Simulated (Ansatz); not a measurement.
An Ansatz (a first-principles code) run: Na with a change (isotropic strain −2.00 %); Ansatz, PBE, PAW, cutoff 420 eV, no spin-orbit coupling.

Input:

Ansatz 0.2 input:
```yaml
crystal:
  lattice:
    - [-2.0576371971, 2.0576371971, 2.0576371971]
    - [2.0576371971, -2.0576371971, 2.0576371971]
    - [2.0576371971, 2.0576371971, -2.0576371971]
  atoms:
    - { symbol: Na, position: [0, 0, 0] }
basis: { ecutwfc: 420, ecutrho_ratio: 4, xc_grid: 2, fft_grid_basis: typed }
kpoints: { mp_grid: { grid: [22, 22, 22] } }
hamiltonian:
  xc: pbe
  dispersion: none
  pseudopotentials: { kind: paw }
scf: { occupations: { method: fermi_dirac, width: 0.1 }, convergence: { dr2_threshold: 0.0000000001 } }
relax: { f_tol: 0.005, max_steps: 50 }
output: { forces: true, stress: true }
checkpoint: { write: state.ck, write_every: 1000 }
```

Output (explanatory and most iteration lines left out):

```
Relaxation: its limit of steps is 50 (relax.max_steps)
Pseudopotential: Na, paw, valence charge 9
Crystal: 1 atoms, lattice volume = 34.847 Å³
Basis set: ecut = 420 eV, 675 PW (Γ), exchange–correlation on 48×48×48 points (8 copies of the dense FFT grid, shifted against one another)
Bands: 9, of which v1, the nominal top of the filled ones, is band 5 counted from 1 (4 counted from 0)
Symmetry: 48 space group operations
Space group: Im-3m (ITA 229), of the structure as read, at distance tolerance 3.3e-5 Å
k-points: 328 of 10648
Functional: x = pbe(κ = 0.804, μ = 0.2195149727645171), c = pbe(β = 0.06672455060314922)
SCF iter   1: F=—  HF=-1486.420661 eV  |F-HF|=—  |Δ(HF+E_count)|=         —  Δρ=4.71e-4  dr2=4.09e-5  ethr=1.77e-3  ⟨swp⟩=4.9  Hψ=18940  notcnv=0
SCF iter   2: F=—  HF=-1486.420560 eV  |F-HF|=—  |Δ(HF+E_count)|=   1.00e-4  Δρ=1.66e-4  dr2=7.29e-6  ethr=4.54e-7  ⟨swp⟩=2.2  Hψ=7178  notcnv=0
SCF 1 converged in 7 iterations: F = -1486.420586 eV  dr2 = 1.75e-12
relax step   1: F+E_penalty+E_count = -1486.42058567 eV  Δ(F+E_penalty+E_count) = +0.000e0 eV  max|allowed force component| = 0.000e0 eV/Å  Δτ_max = 0.0000 Å  (7 SCF iters, accepted)
SCF converged after 7 iterations
Free energy (F): -1486.420586 eV
Internal energy: -1486.405745 eV  (E = F + TS)
E sigma→0 (E₀):  -1486.413165 eV
Entropy (-TS):   -0.014841 eV (-14.841 meV/atom)
Fermi energy:    2.019068 eV
--- Forces (eV/Å), atoms counted from 1 ---
  atom   1  Na     0.00000000     0.00000000    -0.00000000
--- Stress (GPa, compression-positive) ---
        0.523397      -0.000000       0.000000
        0.000000       0.523397       0.000000
       -0.000000      -0.000000       0.523397
  P = ⅓ Tr σ = 0.5234 GPa (5.234 kbar)
--- Relaxed structure (1 steps of the walk, 1 accepted, 0 SCFs on fresh bases) ---
  atoms:
    - { symbol: Na, position: [0.0, 0.0, 0.0] }
```

Whether these cells are dynamically stable was not tested. The cell was made from Na in the bcc (W type) structure (space group Im-3m, No. 229) by this change: isotropic strain −2.00 %.
